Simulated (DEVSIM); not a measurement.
System: Al/La2O3/p-Ge capacitor, at 400 K.

```tsv
layer (left to right)	material	thickness (nm)	Na (cm⁻³)
1	La2O3	2.60	-
2	Ge	380	2.4e18
```

Metal gate on the left, work function 4.1 eV. Fixed charge at the semiconductor interface 2.5e10 cm⁻² (in units of +e); no interface traps.

Constants are typed, rounded textbook-type inputs, not results; the design itself was drawn at random and stands for no fabricated device. Values at 300 K; Nc and Nv go as T^1.5, mobilities as T to minus their exponent, the gap by Varshni's rule with the affinity fixed.

```tsv
parameter	La2O3	Ge
gap (eV)	5.8	0.664
affinity (eV)	1.8	4
permittivity	27	16
Nc (cm⁻³)	-	1.04e19
Nv (cm⁻³)	-	6e18
Varshni α (eV/K)	-	0.000477
Varshni β (K)	-	235
```

DEVSIM, 1D Poisson equation in equilibrium, Boltzmann statistics, complete ionisation; no quantum confinement or tunnelling. Metal contacts follow the ideal Schottky-Mott rule: no Fermi-level pinning, no interface dipoles.

The interface trap density was swept, all else fixed.

```csv
interface trap density (cm^-2 eV^-1),minimum of the low-frequency capacitance (μF/cm²)
0,0.815
1e10,0.816
1e11,0.828
3e11,0.854
1e12,0.946
2e12,[?]
```

### Question
Complete the blanks.

### Answer

- 2e12, minimum of the low-frequency capacitance (μF/cm²): 1.07
